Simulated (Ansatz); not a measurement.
The parent structure is TiO2 in the anatase structure (space group I4_1/amd, No. 141; a = 3.799 Å, c = 9.701 Å). Axes: x, y, z lie along a, b, c of the conventional cell.

The values are results of Ansatz (a first-principles code) PBE, scalar-relativistic without spin-orbit coupling, not measurements.

Strains are applied to the cell and any free atomic positions relax; under biaxial strain the out-of-plane vector relaxes too.

One change was made to it. Results:

```csv
quantity,base,after
smallest direct gap,2.43 eV,2.57 eV
energy relative to the base (free energy F),0 meV/atom,+6.1 meV/atom
band gap,2.13 eV,2.31 eV
```

**Question.** Which of these changes matches the shifts?
(A) biaxial strain −1.80 %, plane normal [001], relaxed out of plane
(B) biaxial strain −2.40 %, plane normal [001], relaxed out of plane
(C) biaxial strain −3.00 %, plane normal [001], relaxed out of plane
(D) biaxial strain −1.20 %, plane normal [001], relaxed out of plane

**Answer.** A, biaxial strain −1.80 %, plane normal [001], relaxed out of plane. For comparison, the band gap in the other runs: biaxial strain −1.20 %, plane normal [001], relaxed out of plane gives 2.25 eV; biaxial strain −3.00 %, plane normal [001], relaxed out of plane gives 2.45 eV; biaxial strain −2.40 %, plane normal [001], relaxed out of plane gives 2.38 eV.

Stability against distortions was not tested. The final runs are not spin-polarised.
